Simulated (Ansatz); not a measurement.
TiAl3 (I4/mmm, No. 139), treated with PBEsol in Ansatz (PAW).

Settings: plane-wave cutoff 520 eV, 24×24×24 k mesh, Fermi–Dirac smearing 0.033 eV (set by the program), no spin polarisation, scalar-relativistic PAW data made under PBE.

Cell (relaxed at this level):

```xyz
4
Lattice="-1.9080 1.9080 4.2758 1.9080 -1.9080 4.2758 1.9080 1.9080 -4.2758" Properties=species:S:1:pos:R:3 pbc="T T T"
Ti     0.0000     0.0000     0.0000
Al     0.0000     0.0000     4.2758
Al     0.0000     1.9080     2.1379
Al     1.9080     0.0000     2.1379
```

Question: Give the computed Voigt–Reuss–Hill bulk modulus, polycrystal shear modulus (Hill average), Young modulus and Poisson ratio.

Answer: 
- Voigt–Reuss–Hill bulk modulus: 112 GPa
- polycrystal shear modulus (Hill average): 93.4 GPa
- Young modulus: 219 GPa
- Poisson ratio: 0.173

Elastic constants are with the ions relaxed.

Static lattice: no zero-point or thermal effects.

Ansatz is a first-principles code.
